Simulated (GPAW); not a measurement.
## A self-consistent single point of CaI2 (P3m1, 3 atoms in the cell) with GPAW

Method: PBEsol, GPAW PAW datasets PBEsol (made by gpaw-setup) (plane waves; GPAW).

This input was run:

```python
from ase import Atoms
from ase.units import GPa
from gpaw import GPAW

atoms = Atoms(['Ca', 'I', 'I'],
              cell=[[4.551615, 0.000000, 0.000000],
                    [-2.275807, 3.941814, 0.000000],
                    [0.000000, 0.000000, 7.245879]],
              scaled_positions=[[0.000000, 0.000000, 0.006900],
                                [0.333333, 0.666667, 0.244300],
                                [0.666667, 0.333333, 0.755700]],
              pbc=True)

calc = GPAW(mode={'name': 'pw', 'ecut': 550},
            xc='PBEsol',
            kpts={'size': (3, 3, 2), 'gamma': True},
            occupations={'name': 'fixed-uniform'},
            nbands=-6,
            convergence={'density': 1e-05, 'energy': 1e-05, 'bands': -4},
            symmetry={'symmorphic': False, 'tolerance': 0.0005},
            maxiter=100,
            txt='-')

atoms.calc = calc

energy = atoms.get_potential_energy()
print('Energy (eV):', round(energy, 6))
forces = atoms.get_forces()
print('Forces (eV/Ang):')
print(forces.round(5))
stress = atoms.get_stress()
print('Stress (GPa, Voigt):', (stress / GPa).round(4))
```

Output, abridged:

```
Input parameters:
  convergence: {bands: -4,
                density: 1e-05,
                energy: 1e-05}
  kpts: {gamma: True,
         size: (3, 3, 2)}
  maxiter: 100
  mode: {ecut: 550,
         name: pw}
  nbands: -6
  occupations: {name: fixed-uniform}
  symmetry: {symmorphic: False,
             tolerance: 0.0005}
  xc: PBEsol

species:
  Ca:
    name: Calcium
    Z: 20.0
    valence: 10
    core: 10
    charge: 0.0
    file: Ca.PBEsol.gz

    # Using partial waves for Ca as LCAO basis

  I:
    name: Iodine
    Z: 53.0
    valence: 7
    core: 46
    charge: 0.0
    file: I.PBEsol.gz

    # Using partial waves for I as LCAO basis

Reference energy: -405407.553146  # eV

Spin-paired calculation

Convergence criteria:
 Maximum [total energy] change in last 3 cyles: 1e-05 eV / valence electron
 Maximum integral of absolute [dens]ity change: 1e-05 electrons / valence electron
 Maximum integral of absolute [eigenst]ate change: 4e-08 eV^2 / valence electron
 Maximum number of scf [iter]ations: 100

Symmetries present (total): 6
Symmetries with fractional translations: 0
18 k-points: 3 x 3 x 2 Monkhorst-Pack grid + [0.000000,0.000000,1/4]
6 k-points in the irreducible part of the Brillouin zone
       k-points in crystal coordinates                weights
   0:     0.00000000    0.00000000    0.00000000          1/18
   1:     0.00000000    0.00000000    0.50000000          1/18
   2:     0.33333333    0.00000000    0.00000000          6/18
   3:     0.33333333    0.00000000    0.50000000          6/18
   4:     0.33333333    0.33333333    0.00000000          2/18
   5:     0.33333333    0.33333333    0.50000000          2/18

Wave functions: Plane wave expansion
  Cutoff energy: 550.000 eV
  Number of coefficients (min, max): 3760, 3825
  Pulay-stress correction: 0.000000 eV/Ang^3 (de/decut=0.000000)

Occupation numbers: # Uniform distribution of occupation numbers

Eigensolver

Densities:
  Coarse grid: 25*25*40 grid
  Fine grid: 50*50*80 grid
  Total Charge: 0.000000

Density mixing:
  Method: separate
  Backend: pulay
  Linear mixing parameter: 0.05
  old densities: 5
  Damping of long wavelength oscillations: 50

Hamiltonian:
  XC and Coulomb potentials evaluated on a 50*50*80 grid
  External potential:
    NoExternalPotential

XC parameters: PBEsol with 2 nearest neighbor stencil

Number of atoms: 3
Number of atomic orbitals: 13
Number of bands in calculation: 18
Number of valence electrons: 24
Bands to converge: 14

Density initialized from atomic densities
  13 bands from LCAO basis set
  5 bands from random numbers

Atomic positions and initial magnetic moments

Positions:
   0 Ca     0.000000    0.000000    0.049997    ( 0.0000,  0.0000,  0.0000)
   1 I     -0.000002    2.627877    1.770168    ( 0.0000,  0.0000,  0.0000)
   2 I      2.275810    1.313937    5.475711    ( 0.0000,  0.0000,  0.0000)

Unit cell:
           periodic     x           y           z      points  spacing
  1. axis:    yes    4.551615    0.000000    0.000000    25     0.1577
  2. axis:    yes   -2.275807    3.941814    0.000000    25     0.1577
  3. axis:    yes    0.000000    0.000000    7.245879    40     0.1811

  Lengths:   4.551615   4.551615   7.245879
  Angles:   90.000000  90.000000 119.999996

Effective grid spacing dv^(1/3) = 0.1732

     iter     time        total  log10-change:
                         energy   eigst   dens
iter:   1 --:--:--   -10.340581   +0.88
iter:   2 --:--:--   -10.473265   +0.07  -1.36
iter:   3 --:--:--   -10.482428   -0.36  -1.39
iter:   4 --:--:--   -10.514170   -0.54  -1.46
iter:   5 --:--:--   -10.513071   -0.95  -1.86
iter:   6 --:--:--   -10.505700   -1.16  -2.04
iter:   7 --:--:--   -10.504992   -1.64  -2.43
iter:   8 --:--:--   -10.504425   -1.61  -2.51
iter:   9 --:--:--   -10.504299   -1.93  -2.81
iter:  10 --:--:--   -10.504258c  -2.26  -2.99
iter:  11 --:--:--   -10.504245c  -2.79  -3.29
iter:  12 --:--:--   -10.504245c  -3.44  -3.99
iter:  13 --:--:--   -10.504245c  -3.77  -4.03
iter:  14 --:--:--   -10.504245c  -4.06  -4.11
iter:  15 --:--:--   -10.504245c  -4.50  -4.13
iter:  16 --:--:--   -10.504245c  -4.88  -4.38
iter:  17 --:--:--   -10.504245c  -5.03  -4.39
iter:  18 --:--:--   -10.504245c  -5.32  -4.76
iter:  19 --:--:--   -10.504245c  -5.52  -4.94
iter:  20 --:--:--   -10.504245c  -5.83  -5.01c
iter:  21 --:--:--   -10.504245c  -5.95  -5.04c
iter:  22 --:--:--   -10.504245c  -6.14  -5.10c
iter:  23 --:--:--   -10.504245c  -6.39  -5.13c
iter:  24 --:--:--   -10.504245c  -6.53  -5.20c
iter:  25 --:--:--   -10.504245c  -6.77  -5.25c
iter:  26 --:--:--   -10.504245c  -7.12  -5.33c
iter:  27 --:--:--   -10.504245c  -7.24  -5.38c
iter:  28 --:--:--   -10.504245c  -7.56c -5.54c

Converged after 28 iterations.

Dipole moment: (0.006857, -0.003959, -2.165820) |e|*Ang

Energy contributions relative to reference atoms: (reference = -405407.553146)

Kinetic:        +11.687897
Potential:      -10.606942
External:        +0.000000
XC:             -11.001107
Entropy (-ST):   +0.000000
Local:           -0.584093
SIC:             +0.000000
--------------------------
Free energy:    -10.504245
Extrapolated:   -10.504245

Showing only first 2 kpts
 Kpt  Band  Eigenvalues  Occupancy
  0    10      1.04251    2.00000
  0    11      1.19512    2.00000
  0    12      5.21166    0.00000
  0    13      5.60724    0.00000

  1    10      0.96072    2.00000
  1    11      0.96072    2.00000
  1    12      5.46630    0.00000
  1    13      5.57326    0.00000

Fermi level: 3.07590

Gap: 3.762 eV
Transition (v -> c):
  (s=0, k=0, n=11, [0.00, 0.00, 0.00]) -> (s=0, k=2, n=12, [0.33, 0.00, 0.00])
Direct/indirect transitions are different
Direct gap: 4.017 eV
Transition at: (s=0, k=0, n=11, [0.00, 0.00, 0.00])
Energy (eV): -10.504245

Forces in eV/Ang:
  0 Ca    0.00000   -0.00000   -0.23212
  1 I    -0.00000    0.00000   -0.08523
  2 I     0.00000    0.00000    0.31731

Stress tensor:
     0.006264    -0.000000     0.000000
    -0.000000     0.006264     0.000000
     0.000000     0.000000     0.006452
Stress (GPa, Voigt): [ 1.0035  1.0035  1.0337  0.      0.     -0.    ]
```

The run converged in 28 iterations. GPAW prints stress with tension positive.

The starting cell comes from a database of computed structures (which also holds hypothetical and non-ambient phases and stackings), without a prior relaxation at this level. Its lattice was rescaled by up to half a per cent. One atom was moved a little off its site on purpose. Spin-orbit coupling is off. Another mesh or the band path of this cell gives a smaller gap, so this value is not converged in the mesh.
